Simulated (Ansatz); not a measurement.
MnSi: pressure 0.9 GPa

The reference is MnSi (space group P2_13, No. 198; a = 4.518 Å; ferromagnetic).

Perturbation: a hydrostatic pressure of 0.9 GPa.

Level of theory: Ansatz (an electronic-structure program) PBE, no SOC. Settings: 10×10×10 k-points, 0.05 eV Fermi–Dirac smearing.

```yaml
volume_per_atom: 11.48 Å³ (base 11.53 Å³)
density: 6.01 g/cm³ (base 5.98 g/cm³)
shortest_interatomic_distance: 2.276 Å (base 2.279 Å)
band_gap: zero (base zero)
magnetic_state: ferromagnetic (base ferromagnetic)
largest_site_moment: 0.98 μB (base 0.98 μB)
```

The magnetic state is the one reached from the starting moments; the real material's order can differ, and small cells can't hold many antiferromagnetic ones. Load acts through the strain it causes; cell and atoms are relaxed under it. No phonon test of stability was made.
